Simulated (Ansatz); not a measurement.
## Al, response to strain

Take Al in the fcc (Cu type) structure (space group Fm-3m, No. 225; a = 3.9839 Å; relaxed with 0.1 eV smearing) as the base.

Strains are applied to the cell and any free atomic positions relax.

Calculations: LDA (Ansatz, a program for electronic structure; PAW; 420 eV plane waves; without spin-orbit coupling).

```csv
isotropic strain (%),pressure (GPa)
-3,9.4
-1.5,?
-1,2.7
-0.5,1.3
0,0.0
0.5,-1.2
1,-2.3
1.5,-3.4
3,-6.0
```

Question: Fit P = P₀ − Bδ + Cδ² with δ = (1 + ε)³ − 1 to the rows shown and predict the withheld row.

Answer: Least squares on the printed values gives P₀ = 0.0 GPa, B = 86.3 GPa, C = 237 GPa (largest residual 0.1 GPa); this predicts 4.3 GPa, and the run gives 4.2 GPa, in agreement.

Whether these cells are dynamically stable was not tested.
